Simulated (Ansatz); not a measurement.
# RuAl: energy against strain

RuAl (CsCl type, Pm-3m, 13.274 Å³/atom at rest, cube axes along x, y and z) under a strain ε along a cube axis (axis z), the other axes held. r2SCAN in Ansatz, a plane-wave DFT program (PAW, default set), 500 eV, 19×19×19 Γ-centred mesh, Fermi-Dirac smearing 0.10 eV; ions are relaxed within the symmetry of each cell.

Here s stands for strain and y for E less E0.

| strain (%) | E less E0 (meV/atom) |
|---|---|
| -3.00 | ? |
| -1.50 | 3.09 |
| -1.00 | 1.30 |
| -0.50 | 0.28 |
| 0.00 | 0.00 |
| 0.50 | 0.43 |
| 1.00 | 1.55 |
| 1.50 | 3.34 |

Fit y against s with a parabola, and predict the withheld value at s = -3.00.

Least squares gives y = -0.002 + 0.1000·s + 1.4295·s². Residuals (row less fit): 0.026, -0.027, -0.025, 0.002, 0.025, 0.022, -0.024; standard error 0.031 (degrees of freedom: 4). Twice the quadratic coefficient over the volume, 2 × 1.4295 meV × 10⁴ × 0.1602 / 13.274 Å³, is the elastic constant C11 = 345 ± 3 GPa. At the withheld row, y = -0.002 + 0.1000 × (-3.0) + 1.4295 × (-3.0)² = 12.563 meV/atom. The calculation gives 13.35 meV/atom, 0.787 meV/atom above the prediction (5.9 % of the range of y in the table). The row lies outside the fitted rows, so this is an extrapolation. From the scatter of the fitted rows alone, a prediction at this place has a standard error of 0.117 meV/atom, so the miss is 6.7 times that.

One order more, fitted to all 13 runs of the series, follows each within 0.01, so the miss is the next term of a smooth law. In a metal these values are sensitive to mesh and smearing; energies are taken to zero smearing, stresses follow the free energy. Rows are the converged runs of the series near zero and its far end; series whose fitted rows scatter by over a few per cent of the range, as at a crossing or softening among them, aren't shown in this form. Most that stay on the fit to the last digits aren't either.
